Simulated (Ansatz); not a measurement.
System: basal extrinsic fault in hcp Re; relaxed on a coarser mesh with the in-plane cell held.

Here is the system:

```yaml
crystal:
  lattice:
    - [2.77553, 0.00000, 0.00000]
    - [-1.38777, 2.40368, 0.00000]
    - [0.00000, 0.00000, 33.66156]
  atoms:
    - { symbol: Re, position: [0.00000, 0.00000, 0.03366] }
    - { symbol: Re, position: [0.33333, 0.66667, 0.10046] }
    - { symbol: Re, position: [0.00000, 0.00000, 0.16697] }
    - { symbol: Re, position: [0.33333, 0.66667, 0.23354] }
    - { symbol: Re, position: [0.00000, 0.00000, 0.30018] }
    - { symbol: Re, position: [0.33333, 0.66667, 0.36674] }
    - { symbol: Re, position: [0.00000, 0.00000, 0.43338] }
    - { symbol: Re, position: [0.33333, 0.66667, 0.49995] }
    - { symbol: Re, position: [0.00000, 0.00000, 0.56658] }
    - { symbol: Re, position: [0.33333, 0.66667, 0.63315] }
    - { symbol: Re, position: [0.00000, 0.00000, 0.69982] }
    - { symbol: Re, position: [0.33333, 0.66667, 0.76634] }
    - { symbol: Re, position: [0.00000, 0.00000, 0.83288] }
    - { symbol: Re, position: [0.33333, 0.66667, 0.89968] }
    - { symbol: Re, position: [0.66667, 0.33333, 0.96667] }
```

The resistance of the junction is A R = A (h/e²)[1/T − 1/(2N₁) − 1/(2N₂)] a spin, with T the transmission and N₁, N₂ the leads' channels in a cell of area A; the spins conduct in parallel.

Values are means of three energies within 0.05 eV of the Fermi level, on a potential converged at a Fermi-Dirac width of 0.05 eV. Resistances leave out the leads' Sharvin resistance. Spin-orbit coupling is left out.

Predict the specific resistance of the junction and the share of channels that pass from PBE (Ansatz, a quantum-chemistry and plane-wave program).

AR = 0.27 × 10⁻¹⁵ Ω m²; 71 % of the channels of the narrower lead pass.
